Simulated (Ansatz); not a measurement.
Consider SiO2 (space group P3_221, No. 154).

```yaml
crystal:
  lattice:
    - [4.86585, 0.00000, 0.00000]
    - [-2.43292, 4.21395, 0.00000]
    - [0.00000, 0.00000, 5.36522]
  atoms:
    - { symbol: Si, position: [0.00000, 0.46475, 0.33333] }
    - { symbol: Si, position: [0.53525, 0.53525, 0.00000] }
    - { symbol: Si, position: [0.46475, 0.00000, 0.66667] }
    - { symbol: O, position: [0.27611, 0.41114, 0.22119] }
    - { symbol: O, position: [0.58886, 0.86497, 0.88785] }
    - { symbol: O, position: [0.72389, 0.13503, 0.44548] }
    - { symbol: O, position: [0.86497, 0.58886, 0.11215] }
    - { symbol: O, position: [0.41114, 0.27611, 0.77881] }
    - { symbol: O, position: [0.13503, 0.72389, 0.55452] }
```

Level of theory: LDA/PAW in Ansatz (an electronic-structure program), no spin-orbit coupling.

For the base:

The electron mass comes out as 0.50 mₑ (at Γ).

One thing is altered: every lattice vector is shortened by 1.50 %; the atoms relax in the strained cell.

Task: Predict the new electron mass and mean gap deformation potential ΔEg/Δln V.

Result: The electron mass becomes 0.49 mₑ (at Γ) (base: 0.50 mₑ (at Γ)); the mean gap deformation potential ΔEg/Δln V amounts to -3.3 eV.

Effective masses come from finite differences of ±0.01 Å⁻¹. Stability against distortions was not tested.
